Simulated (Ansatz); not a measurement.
ZrTi (P4/mmm, No. 123, 2 atoms in the cell; start mp-1215236), treated with LDA in Ansatz (plane waves, PAW).

Settings: plane-wave cutoff 520 eV, 18×18×14 k mesh (along the axes of the cell as run), Fermi–Dirac smearing 0.05 eV, no spin polarisation, scalar-relativistic PAW data made under PBE.

Cell (relaxed at this level):

```cif
data_TiZr
_chemical_formula_sum 'Zr1 Ti1'
_space_group_name_H-M_alt 'P 1'
_space_group_IT_number 1
_cell_length_a 3.03334
_cell_length_b 3.03334
_cell_length_c 4.08566
_cell_angle_alpha 90.000
_cell_angle_beta 90.000
_cell_angle_gamma 90.000
loop_
_space_group_symop_operation_xyz
  'x, y, z'
loop_
_atom_site_label
_atom_site_type_symbol
_atom_site_fract_x
_atom_site_fract_y
_atom_site_fract_z
_atom_site_occupancy
Zr1 Zr 0.50000 0.50000 0.50000 1
Ti1 Ti 0.00000 0.00000 0.00000 1
```

Give the computed bulk modulus B0.


* **bulk modulus B0**: 109 GPa

Note: the run has no spin polarisation, so it can have missed a magnetic state; the bulk modulus is −V dP/dV from two relaxed cells at ±2 % in volume; the relaxation could not lower the start's symmetry, so the cell can be a saddle point above a distorted one.

A start named mp-… is a Materials Project structure, which need not be a measured phase.

Ansatz is an electronic-structure program.
